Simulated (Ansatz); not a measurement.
Bi4Ge3O12 (I-43d, No. 220), treated with PBEsol-D3(BJ) in Ansatz (PAW).

Numerical settings: plane-wave cutoff 520 eV, 6×6×6 k mesh, Fermi–Dirac smearing 0.01 eV, scalar-relativistic PAW data made under PBE.

Energies at three volumes about the minimum:

| V (Å³/atom) | E − E_lowest (meV/atom) |
|---|---|
| 14.447 | 1.20 |
| 14.742 | 0.00 |
| 15.037 | 1.11 |

### Question
Fit a parabola by hand: where is the minimum, what lattice constant follows, and what is the bulk modulus?

### Answer
Slopes: (0.00 − 1.20)/(14.742 − 14.447) = -4.068 and (1.11 − 0.00)/(15.037 − 14.742) = 3.763 meV/Å³. Curvature E″ = 2 × (3.763 − (-4.068))/(15.037 − 14.447) = 26.546 meV/Å⁶. From the middle of the first interval, the slope vanishes at V0 = 14.5945 − (-4.068)/26.546 = 14.748 Å³/atom. B = V0 E″ = 14.748 × 26.546 meV/Å³ × 0.1602 GPa per meV/Å³ = 62.7 GPa. With 76 atoms in the cube, a = (76 × 14.748)^(1/3) = 10.388 Å. The full Birch–Murnaghan fit to all volumes gives V0 = 14.742 Å³/atom and B0 = 62.4 GPa.

Ansatz is a quantum-chemistry and plane-wave program.
